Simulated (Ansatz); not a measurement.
Levels about the gap of amorphous Si20O30F20 (70 atoms in a cell of 1201 Å³, 1.96 g/cm³; zone centre alone, so wide bands show as single levels with stretches between that a denser mesh fills), at the geometry that PBE relaxed, where it gives 0.0 GPa on a denser mesh. The participation number counts the atoms over which a state spreads; weights are charges in smoothed Voronoi cells. The levels come from a single point, so bond lengths are those of that geometry. Method of the levels: PBE, scalar-relativistic without spin-orbit coupling (Ansatz, an electronic-structure program). Sampling: the zone centre alone; Fermi-Dirac width 0.02 eV; no spin polarisation. At PBE the levels at the filled edge of the gap are localised (band-tail or defect states), and the nearest spread-out levels lie 6.0 eV apart at the zone centre.

A CHGNet melt-quench gave the starting glass, which DFT then relaxed. O and F atoms were pushed apart under 1.9 Å during the dynamics, to hinder bonds among them. The hot cell started wider than the set density and was brought back towards it in steps. It is the lowest in DFT energy of 2 quenches. It is a model cell: composition and starting density were chosen by hand, and all elements were melted together. No dispersion term was used. Its density started from a set value of 2.10 and ended at 1.96 g/cm³. The simulated quench (nominally 280 K/ps over its main leg) is rapid and tends to freeze in more defects than a deposited or slowly cooled glass has. One small periodic cell is one sample of the glass; other quenches scatter about these values. Volume and shape were free in the relaxation.

```csv
"E - E(highest filled), eV",filling,participation number,largest on,weight O,weight F,weight Si
-0.58,filled,19.4,"O, 2 neighbours",0.90,0.06,0.04
-0.58,filled,18.0,"O, 2 neighbours",0.89,0.07,0.04
-0.46,filled,19.0,"O, 2 neighbours",0.92,0.05,0.04
-0.43,filled,15.0,"O, 2 neighbours",0.92,0.04,0.04
-0.34,filled,14.8,"O, 2 neighbours",0.93,0.03,0.03
-0.27,filled,2.6,"O, 2 neighbours",0.93,0.02,0.05
0.00,filled,4.1,"O, 2 neighbours",0.95,0.02,0.03
5.61,empty,66.1,"O, 2 neighbours",0.50,0.28,0.22
6.97,empty,39.0,"Si, 4 neighbours",0.53,0.18,0.29
7.22,empty,38.4,"O, 2 neighbours",0.45,0.30,0.24
7.29,empty,51.0,"O, 2 neighbours",0.52,0.24,0.24
```

Most localised among these is the filled level at -0.27 eV, on a O atom, which has 2 neighbours (Si 1.67 Å, Si 1.67 Å).
